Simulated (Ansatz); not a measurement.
Consider a periodic stack without vacuum, hcp Sc (0 0 1) on silicon (1 1 1) (film strained to the substrate, faces as cut): substrate slab Si30, film Sc16, surface cells [[1, -2], [1, 1]] and [[2, 0], [0, 2]], film strained by +0.9 and +0.9 %, faces Si/Si and Sc/Sc as cut (like faces can put a slab off its formula). Its start:

```
CELL_PARAMETERS angstrom
      6.69935     0.00000    -0.04288
     -3.34968     5.80181    -0.03902
     -1.28566     1.65823    24.93002
ATOMIC_POSITIONS crystal
  Si 0.96839 0.86020 0.07929
  Si 0.63309 0.20005 0.05700
  Si 0.30185 0.53247 0.05783
  Si 0.96752 0.57448 0.03569
  Si 0.66764 0.87183 0.03539
  Si 0.26011 0.16754 0.03535
  Si 0.98573 0.18010 0.19401
  Si 0.64457 0.49672 0.19410
  Si 0.32800 0.83872 0.19398
  Si 0.98388 0.84385 0.17182
  Si 0.64867 0.18006 0.15828
  Si 0.31549 0.51285 0.15863
  Si 0.00409 0.48124 0.32086
  Si 0.66925 0.80908 0.32090
  Si 0.33189 0.14389 0.32093
  Si 0.99742 0.15421 0.28923
  Si 0.66258 0.48205 0.28927
  Si 0.33478 0.81940 0.28920
  Si 0.01799 0.78323 0.45185
  Si 0.68278 0.11944 0.43831
  Si 0.35118 0.45044 0.45149
  Si 0.02210 0.46657 0.41603
  Si 0.68094 0.78320 0.41612
  Si 0.33867 0.12457 0.41615
  Si 0.99902 0.09146 0.57473
  Si 0.69914 0.38881 0.57444
  Si 0.40656 0.79575 0.57478
  Si 0.03357 0.76324 0.55313
  Si 0.69828 0.10309 0.53084
  Si 0.36481 0.43082 0.55230
  Sc 0.15899 0.52525 0.64746
  Sc 0.27182 0.08618 0.64655
  Sc 0.71779 0.63985 0.64566
  Sc 0.71214 0.07897 0.65041
  Sc 0.40954 0.41184 0.75121
  Sc 0.39404 0.88207 0.75418
  Sc 0.88306 0.39850 0.75358
  Sc 0.92416 0.92352 0.75265
  Sc 0.25713 0.55145 0.85892
  Sc 0.27263 0.08122 0.85595
  Sc 0.78361 0.56479 0.85655
  Sc 0.74251 0.03977 0.85748
  Sc 0.50768 0.43804 0.96267
  Sc 0.39484 0.87711 0.96358
  Sc 0.94888 0.32344 0.96447
  Sc 0.95453 0.88432 0.95972
```

The start was prepared with a machine-learned potential, and the result is one local minimum, with the in-plane cell held and forces under 0.04 eV/Å; the film can end far from its bulk form.

The numbers are results of PBE (plane waves to 420 eV, PAW; Ansatz, a first-principles code), not measurements. Scalar-relativistic, without spin–orbit coupling; the runs are not spin-polarised; PBE gaps are too small against experiment. Its k-point mesh 5×5×1, Fermi–Dirac width 0.05 eV.

Task: Predict the relaxed interface.

Result: 
* **interface area**: 38.9 Å²
* **period**: 24.88 Å
* **gaps between the outermost planes at the two interfaces**: 1.74 and 1.74 Å
* **Sc–Si contacts across the interfaces within 1.22 times the sum of covalent radii**: 36, mean 2.94 Å
